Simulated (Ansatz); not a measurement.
CsCl-type CoGa, treated with PBE-D3(BJ) (plane waves, PAW; Ansatz, a first-principles code).

Run with plane-wave cutoff 520 eV, 22×22×22 k mesh, Fermi–Dirac smearing 0.037 eV (set by the program), no spin polarisation, scalar-relativistic PAW data made under PBE.

Cell (relaxed at this level):

```
CoGa
1.0
    2.84968     0.00000     0.00000
    0.00000     2.84968     0.00000
    0.00000     0.00000     2.84968
Ga Co
1 1
Cartesian
  1.42484   1.42484   1.42484
  0.00000   0.00000   0.00000
```

### Question
What does this level give for the elastic constant C11, Voigt–Reuss–Hill bulk modulus, Young modulus, elastic constant C12 and elastic constant C44?

### Answer

* **elastic constant C11**: 243 GPa
* **Voigt–Reuss–Hill bulk modulus**: 194 GPa
* **Young modulus**: 201 GPa
* **elastic constant C12**: 169 GPa
* **elastic constant C44**: 122 GPa

Note: the dispersion coefficients are held fixed in the derivatives.

Elastic constants are with the ions relaxed.

Static lattice: no zero-point or thermal effects.

Computing time: very roughly 7 core-minutes.
